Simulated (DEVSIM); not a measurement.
Device: Au/AlN/p-GaSb capacitor, at 300 K.

```csv
layer (left to right),material,thickness (nm),Na (cm⁻³)
1,AlN,26.0,-
2,GaSb,17000,1.3e15
```

Metal gate on the left, work function 5.1 eV. Fixed charge at the semiconductor interface 0 cm⁻² (in units of +e); interface traps 2e12 cm⁻² eV⁻¹, uniform in energy, neutral level at 0.3 of the gap above the valence band.

The device is made up for the run: typed textbook-type constants, with dimensions and the other settings drawn at random. Values at 300 K.

```csv
parameter,AlN,GaSb
gap (eV),6.1,0.726
affinity (eV),1.9,4.06
permittivity,8.5,15.7
Nc (cm⁻³),-,2.1e17
Nv (cm⁻³),-,1.8e19
```

Model (solved in DEVSIM): 1D Poisson equation in equilibrium, Boltzmann statistics, complete ionisation; no quantum confinement or tunnelling. Metal contacts follow the ideal Schottky-Mott rule: no Fermi-level pinning, no interface dipoles.

Problem. Give the band bending (positive: bands bend down) and minority sheet density.

Solution. 
| Vg (V) | ψs (V) | minority carriers (cm⁻²) |
|---|---|---|
| -0.4 | -0.195 | < 1e8 |
| -0.25 | -0.183 | < 1e8 |
| -0.1 | -0.167 | < 1e8 |
| 0.05 | -0.148 | < 1e8 |
| 0.2 | -0.121 | < 1e8 |
| 0.35 | -0.085 | < 1e8 |
| 0.5 | -0.036 | < 1e8 |
| 0.65 | 0.024 | < 1e8 |
| 0.8 | 0.089 | < 1e8 |
| 0.95 | 0.156 | < 1e8 |
| 1.1 | 0.223 | < 1e8 |
| 1.25 | 0.292 | 4.5e8 |
| 1.4 | 0.359 | 5.3e9 |
| 1.55 | 0.419 | 4.1e10 |
| 1.7 | 0.462 | 1.5e11 |
